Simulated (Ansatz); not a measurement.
Consider interstitial H in beta Ga2O3, charge state +1. Method: PBE, PAW (plane waves to 420 eV; Ansatz, a program for electronic structure).

Settings: 160 host sites, the relaxed PBE lattice, the Γ point alone, smearing 0.01 eV, spin-restricted, no image-charge correction. No zero-point or tunnelling terms. The charge state is imposed; whether it is stable for some Fermi level was not computed. Sites that were not tried may lie lower.

Barriers: single points on a 2×2×2 k-point mesh shifted by half a step at the bands' geometries.

Relaxed starting cell (atoms counted from 1):

```yaml
crystal:
  lattice:
    - [12.45496, 0.00000, 0.00000]
    - [0.00000, 12.33368, 0.00000]
    - [-2.78275, 0.00000, 11.42039]
  atoms:
    - { symbol: Ga, position: [0.08990, 0.99989, 0.39738] }
    - { symbol: Ga, position: [0.08945, 0.00032, 0.89694] }
    - { symbol: Ga, position: [0.09314, 0.24794, 0.39900] }
    - { symbol: Ga, position: [0.08890, 0.25027, 0.89623] }
    - { symbol: Ga, position: [0.09313, 0.50290, 0.39901] }
    - { symbol: Ga, position: [0.08890, 0.50060, 0.89625] }
    - { symbol: Ga, position: [0.08991, 0.75097, 0.39739] }
    - { symbol: Ga, position: [0.08945, 0.75057, 0.89695] }
    - { symbol: Ga, position: [0.40974, 0.12492, 0.10251] }
    - { symbol: Ga, position: [0.40979, 0.12525, 0.60272] }
    - { symbol: Ga, position: [0.41283, 0.37544, 0.10131] }
    - { symbol: Ga, position: [0.40980, 0.37543, 0.60250] }
    - { symbol: Ga, position: [0.40974, 0.62596, 0.10249] }
    - { symbol: Ga, position: [0.40977, 0.62561, 0.60270] }
    - { symbol: Ga, position: [0.41060, 0.87545, 0.10274] }
    - { symbol: Ga, position: [0.40981, 0.87543, 0.60257] }
    - { symbol: Ga, position: [0.15805, 0.12502, 0.15716] }
    - { symbol: Ga, position: [0.15870, 0.12468, 0.65780] }
    - { symbol: Ga, position: [0.16811, 0.37541, 0.15650] }
    - { symbol: Ga, position: [0.15919, 0.37542, 0.65920] }
    - { symbol: Ga, position: [0.15804, 0.62584, 0.15720] }
    - { symbol: Ga, position: [0.15870, 0.62617, 0.65783] }
    - { symbol: Ga, position: [0.15888, 0.87544, 0.15641] }
    - { symbol: Ga, position: [0.15882, 0.87544, 0.65705] }
    - { symbol: Ga, position: [0.34109, 0.00020, 0.34302] }
    - { symbol: Ga, position: [0.34151, 0.00031, 0.84333] }
    - { symbol: Ga, position: [0.34270, 0.24954, 0.34370] }
    - { symbol: Ga, position: [0.34195, 0.25022, 0.84300] }
    - { symbol: Ga, position: [0.34269, 0.50129, 0.34368] }
    - { symbol: Ga, position: [0.34195, 0.50064, 0.84298] }
    - { symbol: Ga, position: [0.34109, 0.75066, 0.34299] }
    - { symbol: Ga, position: [0.34151, 0.75059, 0.84330] }
    - { symbol: O, position: [0.16260, 0.00099, 0.05426] }
    - { symbol: O, position: [0.16336, 0.00054, 0.55443] }
    - { symbol: O, position: [0.15967, 0.25146, 0.05457] }
    - { symbol: O, position: [0.16281, 0.25118, 0.55511] }
    - { symbol: O, position: [0.15966, 0.49940, 0.05459] }
    - { symbol: O, position: [0.16280, 0.49969, 0.55512] }
    - { symbol: O, position: [0.16258, 0.74987, 0.05427] }
    - { symbol: O, position: [0.16335, 0.75031, 0.55444] }
    - { symbol: O, position: [0.33548, 0.12544, 0.44546] }
    - { symbol: O, position: [0.33608, 0.12566, 0.94551] }
    - { symbol: O, position: [0.33671, 0.37543, 0.44477] }
    - { symbol: O, position: [0.33648, 0.37544, 0.94546] }
    - { symbol: O, position: [0.33550, 0.62542, 0.44543] }
    - { symbol: O, position: [0.33609, 0.62521, 0.94549] }
    - { symbol: O, position: [0.33597, 0.87542, 0.44531] }
    - { symbol: O, position: [0.33652, 0.87544, 0.94575] }
    - { symbol: O, position: [0.17346, 0.00092, 0.28193] }
    - { symbol: O, position: [0.17377, 0.00056, 0.78237] }
    - { symbol: O, position: [0.17407, 0.25169, 0.28142] }
    - { symbol: O, position: [0.17349, 0.25081, 0.78244] }
    - { symbol: O, position: [0.17407, 0.49918, 0.28143] }
    - { symbol: O, position: [0.17349, 0.50008, 0.78244] }
    - { symbol: O, position: [0.17345, 0.74990, 0.28193] }
    - { symbol: O, position: [0.17377, 0.75029, 0.78238] }
    - { symbol: O, position: [0.32548, 0.12611, 0.21724] }
    - { symbol: O, position: [0.32576, 0.12588, 0.71768] }
    - { symbol: O, position: [0.32932, 0.37545, 0.21722] }
    - { symbol: O, position: [0.32613, 0.37545, 0.71779] }
    - { symbol: O, position: [0.32548, 0.62475, 0.21722] }
    - { symbol: O, position: [0.32576, 0.62499, 0.71767] }
    - { symbol: O, position: [0.32580, 0.87541, 0.21727] }
    - { symbol: O, position: [0.32603, 0.87542, 0.71779] }
    - { symbol: O, position: [0.49638, 0.00057, 0.12834] }
    - { symbol: O, position: [0.49573, 0.00046, 0.62808] }
    - { symbol: O, position: [0.49636, 0.24964, 0.12825] }
    - { symbol: O, position: [0.49551, 0.25039, 0.62785] }
    - { symbol: O, position: [0.49635, 0.50125, 0.12824] }
    - { symbol: O, position: [0.49550, 0.50048, 0.62785] }
    - { symbol: O, position: [0.49637, 0.75031, 0.12833] }
    - { symbol: O, position: [0.49572, 0.75039, 0.62807] }
    - { symbol: O, position: [0.00446, 0.12558, 0.37112] }
    - { symbol: O, position: [0.00342, 0.12543, 0.87136] }
    - { symbol: O, position: [0.00536, 0.37543, 0.35695] }
    - { symbol: O, position: [0.00305, 0.37544, 0.87425] }
    - { symbol: O, position: [0.00447, 0.62527, 0.37112] }
    - { symbol: O, position: [0.00343, 0.62545, 0.87137] }
    - { symbol: O, position: [0.00365, 0.87542, 0.37125] }
    - { symbol: O, position: [0.00352, 0.87544, 0.87144] }
    - { symbol: Ga, position: [0.58988, 0.12485, 0.39714] }
    - { symbol: Ga, position: [0.59006, 0.12532, 0.89710] }
    - { symbol: Ga, position: [0.58823, 0.37543, 0.39789] }
    - { symbol: Ga, position: [0.59011, 0.37544, 0.89718] }
    - { symbol: Ga, position: [0.58989, 0.62601, 0.39715] }
    - { symbol: Ga, position: [0.59006, 0.62556, 0.89711] }
    - { symbol: Ga, position: [0.58930, 0.87543, 0.39678] }
    - { symbol: Ga, position: [0.58968, 0.87544, 0.89696] }
    - { symbol: Ga, position: [0.90980, 0.99929, 0.10222] }
    - { symbol: Ga, position: [0.91048, 0.00018, 0.60270] }
    - { symbol: Ga, position: [0.90228, 0.24442, 0.09901] }
    - { symbol: Ga, position: [0.91096, 0.25011, 0.60310] }
    - { symbol: Ga, position: [0.90229, 0.50642, 0.09899] }
    - { symbol: Ga, position: [0.91095, 0.50074, 0.60309] }
    - { symbol: Ga, position: [0.90981, 0.75157, 0.10220] }
    - { symbol: Ga, position: [0.91047, 0.75068, 0.60268] }
    - { symbol: Ga, position: [0.65867, 0.00024, 0.15662] }
    - { symbol: Ga, position: [0.65801, 0.00020, 0.65631] }
    - { symbol: Ga, position: [0.65733, 0.24978, 0.15686] }
    - { symbol: Ga, position: [0.65761, 0.25016, 0.65631] }
    - { symbol: Ga, position: [0.65732, 0.50109, 0.15687] }
    - { symbol: Ga, position: [0.65760, 0.50069, 0.65633] }
    - { symbol: Ga, position: [0.65867, 0.75066, 0.15664] }
    - { symbol: Ga, position: [0.65801, 0.75068, 0.65633] }
    - { symbol: Ga, position: [0.84157, 0.12457, 0.34308] }
    - { symbol: Ga, position: [0.84101, 0.12431, 0.84082] }
    - { symbol: Ga, position: [0.83636, 0.37541, 0.34437] }
    - { symbol: Ga, position: [0.84034, 0.37542, 0.83890] }
    - { symbol: Ga, position: [0.84158, 0.62627, 0.34302] }
    - { symbol: Ga, position: [0.84102, 0.62657, 0.84080] }
    - { symbol: Ga, position: [0.84121, 0.87543, 0.34305] }
    - { symbol: Ga, position: [0.84101, 0.87546, 0.84259] }
    - { symbol: O, position: [0.66491, 0.12564, 0.05427] }
    - { symbol: O, position: [0.66352, 0.12546, 0.55415] }
    - { symbol: O, position: [0.66338, 0.37545, 0.05492] }
    - { symbol: O, position: [0.66336, 0.37544, 0.55424] }
    - { symbol: O, position: [0.66489, 0.62524, 0.05428] }
    - { symbol: O, position: [0.66350, 0.62541, 0.55417] }
    - { symbol: O, position: [0.66367, 0.87543, 0.05420] }
    - { symbol: O, position: [0.66307, 0.87542, 0.55389] }
    - { symbol: O, position: [0.83706, 0.00055, 0.44554] }
    - { symbol: O, position: [0.83644, 0.00060, 0.94512] }
    - { symbol: O, position: [0.83928, 0.25085, 0.44526] }
    - { symbol: O, position: [0.83617, 0.25125, 0.94334] }
    - { symbol: O, position: [0.83930, 0.50001, 0.44524] }
    - { symbol: O, position: [0.83619, 0.49963, 0.94333] }
    - { symbol: O, position: [0.83708, 0.75028, 0.44551] }
    - { symbol: O, position: [0.83645, 0.75027, 0.94510] }
    - { symbol: O, position: [0.67424, 0.12565, 0.28250] }
    - { symbol: O, position: [0.67389, 0.12573, 0.78182] }
    - { symbol: O, position: [0.67254, 0.37545, 0.28283] }
    - { symbol: O, position: [0.67352, 0.37545, 0.78157] }
    - { symbol: O, position: [0.67423, 0.62521, 0.28250] }
    - { symbol: O, position: [0.67389, 0.62515, 0.78184] }
    - { symbol: O, position: [0.67395, 0.87541, 0.28223] }
    - { symbol: O, position: [0.67369, 0.87542, 0.78186] }
    - { symbol: O, position: [0.82630, 0.00054, 0.21763] }
    - { symbol: O, position: [0.82600, 0.00045, 0.71718] }
    - { symbol: O, position: [0.82512, 0.25069, 0.21786] }
    - { symbol: O, position: [0.82624, 0.25065, 0.71696] }
    - { symbol: O, position: [0.82514, 0.50020, 0.21785] }
    - { symbol: O, position: [0.82624, 0.50023, 0.71696] }
    - { symbol: O, position: [0.82631, 0.75029, 0.21762] }
    - { symbol: O, position: [0.82600, 0.75039, 0.71717] }
    - { symbol: O, position: [0.99475, 0.12543, 0.12804] }
    - { symbol: O, position: [0.99634, 0.12526, 0.62845] }
    - { symbol: O, position: [0.99107, 0.37543, 0.14283] }
    - { symbol: O, position: [0.99641, 0.37543, 0.62669] }
    - { symbol: O, position: [0.99474, 0.62542, 0.12802] }
    - { symbol: O, position: [0.99634, 0.62559, 0.62845] }
    - { symbol: O, position: [0.99650, 0.87543, 0.12839] }
    - { symbol: O, position: [0.99638, 0.87542, 0.62846] }
    - { symbol: O, position: [0.50333, 0.00045, 0.37111] }
    - { symbol: O, position: [0.50392, 0.00060, 0.87168] }
    - { symbol: O, position: [0.50389, 0.24986, 0.37138] }
    - { symbol: O, position: [0.50426, 0.25044, 0.87187] }
    - { symbol: O, position: [0.50389, 0.50100, 0.37138] }
    - { symbol: O, position: [0.50426, 0.50044, 0.87187] }
    - { symbol: O, position: [0.50334, 0.75041, 0.37110] }
    - { symbol: O, position: [0.50392, 0.75027, 0.87169] }
    - { symbol: H, position: [0.99784, 0.37544, 0.23565] }
```
Cell charge +1.

End state 1 differs by these moves (Å; atoms that move under 0.08 Å are left out):

```
atom  element     Δx     Δy     Δz
----  -------  -----  -----  -----
3          Ga   0.07  -0.05   0.01
5          Ga   0.07   0.06   0.01
19         Ga  -0.11   0.00  -0.01
75          O  -0.05   0.00   0.43
76          O   0.03   0.00  -0.10
91         Ga   0.09   0.08   0.05
93         Ga   0.09  -0.08   0.05
107        Ga  -0.07   0.00  -0.08
147         O   0.08   0.00  -0.05
148         O   0.03   0.00  -0.18
161         H  -0.61   0.00   2.80
```

Q: What is the computed forward and backward barriers to end state 1 (PBE, PAW)?

A: forward 1.42 eV, backward 1.26 eV; at the saddle point atom 161 has neighbours Ga at 1.98; O at 0.96, O at 2.19 Å. The check of the saddle point's order was inconclusive.
